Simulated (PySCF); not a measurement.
System: rock-salt NaH. Method: MP2 (PySCF, GTH pseudopotentials, Gaussian basis).

The cell has the measured lattice parameters. Conventional cell: a = 4.8720 Å, b = 4.8720 Å, c = 4.8720 Å, α = 90.00°, β = 90.00°, γ = 90.00°.

The correlation energy at a fixed k mesh 2×2×2:

```csv
basis,value (eV/atom)
DZ,-0.3273
TZ,-0.4105
QZ,-0.4358
```

Task: Taking the value to converge with the cardinal number X as X^(−3), extrapolate from the last two rows.

Result: With y = y∞ + c/w and weights w = 27 and 64 for the last two rows, y∞ = (w2 y2 − w1 y1)/(w2 − w1) = (64 × -0.4358 − 27 × -0.4105)/37 = -0.4543 eV/atom, which lies 0.0185 beyond the last row. Successive pairs of rows give -0.4455, -0.4543. The limit also hangs on the law assumed, so its last digits aren't firm.

The other settings are not extrapolated, so this is the limit in one setting alone.
